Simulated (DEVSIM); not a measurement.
Structure: Ti/La2O3/p-Si capacitor, at 300 K.

Layer 1 from the left is La2O3, thickness (nm) 2.90. Layer 2 from the left is Si, thickness (nm) 380, Na (cm⁻³) 2.3e18.

Metal gate on the left, work function 4.33 eV. Fixed charge at the semiconductor interface 2.2e10 cm⁻² (in units of +e); no interface traps.

This is a model device: material constants are rounded textbook-type values typed into the input, and sizes, dopings and lifetimes were drawn at random. Values at 300 K.

La2O3: gap (eV) 5.8, affinity (eV) 1.8, permittivity 27. Si: gap (eV) 1.124, affinity (eV) 4.05, permittivity 11.7, Nc (cm⁻³) 2.86e19, Nv (cm⁻³) 3.1e19.

DEVSIM, 1D Poisson equation in equilibrium, Boltzmann statistics, complete ionisation; no quantum confinement or tunnelling. Metal contacts follow the ideal Schottky-Mott rule: no Fermi-level pinning, no interface dipoles.

**Question.** What does the simulation give for the flat-band voltage, the minimum of the low-frequency capacitance?

**Answer.** flat-band voltage -0.78 V; minimum of the low-frequency capacitance 0.453 μF/cm².
